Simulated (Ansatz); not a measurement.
AlP (model structure, started from the BN type, Pm-3n, No. 223, 12 atoms in the cell), treated with LDA (Ansatz, a program for electronic structure, plane waves, PAW).

Settings: plane-wave cutoff 520 eV, 6×6×6 k mesh, Fermi–Dirac smearing 0.01 eV, scalar-relativistic PAW data made under PBE.

Cell (relaxed with PBEsol):

```cif
data_Al6P6
_chemical_formula_sum 'Al6 P6'
_space_group_name_H-M_alt 'P 1'
_space_group_IT_number 1
_cell_length_a 6.72584
_cell_length_b 6.72584
_cell_length_c 6.72584
_cell_angle_alpha 90.000
_cell_angle_beta 90.000
_cell_angle_gamma 90.000
loop_
_space_group_symop_operation_xyz
  'x, y, z'
loop_
_atom_site_label
_atom_site_type_symbol
_atom_site_fract_x
_atom_site_fract_y
_atom_site_fract_z
_atom_site_occupancy
Al1 Al 0.25000 0.00000 0.50000 1
Al2 Al 0.50000 0.25000 0.00000 1
Al3 Al 0.50000 0.75000 0.00000 1
Al4 Al 0.75000 0.00000 0.50000 1
Al5 Al 0.00000 0.50000 0.75000 1
Al6 Al 0.00000 0.50000 0.25000 1
P1 P 0.25000 0.50000 0.00000 1
P2 P 0.00000 0.25000 0.50000 1
P3 P 0.00000 0.75000 0.50000 1
P4 P 0.75000 0.50000 0.00000 1
P5 P 0.50000 0.00000 0.75000 1
P6 P 0.50000 0.00000 0.25000 1
```

Problem. Predict the band gap, smallest direct gap on the k points sampled and direct gap at Γ.

Solution. 
* **band gap**: 1.32 eV (indirect)
* **smallest direct gap on the k points sampled**: 1.43 eV
* **direct gap at Γ**: 1.58 eV

Note: the relaxation could raise the start's symmetry but not lower it, so the cell can be a saddle point; cell and atoms aren't relaxed at this level (pressure -1.4 GPa).

Computed values are for the static lattice.

A model structure was made by putting elements into a prototype or built by hand; it is no filed structure, need not be a known phase, and can be a saddle point held by its symmetry.
